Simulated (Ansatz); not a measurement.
Results of r²SCAN (Ansatz, a first-principles code, PAW) for NbAs (model structure, started from the CsCl type, Pm-3m, No. 221, 2 atoms in the cell).

Settings: plane-wave cutoff 560 eV, 18×18×18 k mesh, Fermi–Dirac smearing 0.05 eV, no spin polarisation, scalar-relativistic PAW data made under PBE.

Cell (relaxed at this level):

```
CELL_PARAMETERS angstrom
      3.20850     0.00000     0.00000
      0.00000     3.20850     0.00000
      0.00000     0.00000     3.20850
ATOMIC_POSITIONS crystal
  Nb 0.00000 0.00000 0.00000
  As 0.50000 0.50000 0.50000
```

Question: What does this level give for the bulk modulus?

Answer: 
bulk modulus: 176 GPa

Note: the run has no spin polarisation, so it can have missed a magnetic state; the bulk modulus is −V dP/dV from two relaxed cells at ±2 % in volume; the relaxation could raise the start's symmetry but not lower it, so the cell can be a saddle point.

Computed values are for the static lattice.

It cost roughly 70 core-seconds of CPU time.

A model structure was made by putting elements into a prototype or built by hand; it is no filed structure, need not be a known phase, and can be a saddle point held by its symmetry.
